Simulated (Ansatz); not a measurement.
The starting structures come from a database of crystals and need not be the phases stable at ambient conditions.

 Where the default PAW files enter, the runs use the earlier of Ansatz's two default sets.

By PBEsol, the system below comes out a metal.

Without scattering a metal conducts by its projected Fermi surface.

```
CELL_PARAMETERS angstrom
      2.94609     0.00000     0.00000
      1.47305     7.25467     0.00000
      1.47304     0.29910     2.60981
ATOMIC_POSITIONS crystal
  Ag 0.00000 0.00000 0.00000
  Ag 0.77772 0.66685 0.77772
  Ag 0.22228 0.33315 0.22228
```

Space group of this cell: C2/m. The cell is strained (lengths along the current scaled by 1.03, ions clamped); by PBEsol its mean pressure is -9.3 GPa.

The current flows along the normal of the first two printed cell vectors. No spin-orbit coupling; the value is a mean over 0.1 eV about the Fermi level.

**Question.** State the ballistic conductance per area according to PBEsol (Ansatz, an electronic-structure program).

**Answer.** 0.81 × 10¹⁵ S/m² for both spins.
